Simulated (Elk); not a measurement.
Band structure of YbH2 (Fm-3m, 3 atoms in the cell).

```yaml
crystal:
  lattice:
    - [0.00000, 2.70043, 2.70043]
    - [2.70043, 0.00000, 2.70043]
    - [2.70043, 2.70043, 0.00000]
  atoms:
    - { symbol: Yb, position: [0.00000, 0.00000, 0.00000] }
    - { symbol: H, position: [0.75000, 0.75000, 0.75000] }
    - { symbol: H, position: [0.25000, 0.25000, 0.25000] }
```

Level of theory: Elk 10.2.4 with LDA (PW92), all-electron FP-LAPW, Elk's shipped species files, default APW+lo basis.

Settings: swidth = 0.00183747 Ha; ngridk = 9 9 9; rmtscf = 0.99; maxscl = 100.

The starting cell comes from a database of computed structures (which also holds hypothetical and non-ambient phases and stackings), without a prior relaxation at this level. Spin-orbit coupling is off. Spin polarisation is off. Values depend on the basis (sphere radii, cutoffs, local orbitals), which need not be converged.

Levels in eV from the Fermi level, bands 10 to 17:
```tsv
point	10	11	12	13	14	15	16	17
Γ	-0.23	-0.23	-0.23	0.94	2.55	2.55	2.55	5.04
X	-0.31	-0.29	-0.27	-0.27	-0.18	6.39	6.39	6.56
W	-0.32	-0.29	-0.24	-0.24	0.22	2.35	6.67	6.68
K	-0.31	-0.29	-0.26	-0.21	-0.02	4.14	4.39	5.91
L	-0.26	-0.26	-0.26	-0.23	2.59	2.59	5.18	6.19
U	-0.31	-0.29	-0.26	-0.21	-0.02	4.14	4.39	5.91
```

Bands cross the Fermi level along this path, so the cell is metallic at this level.
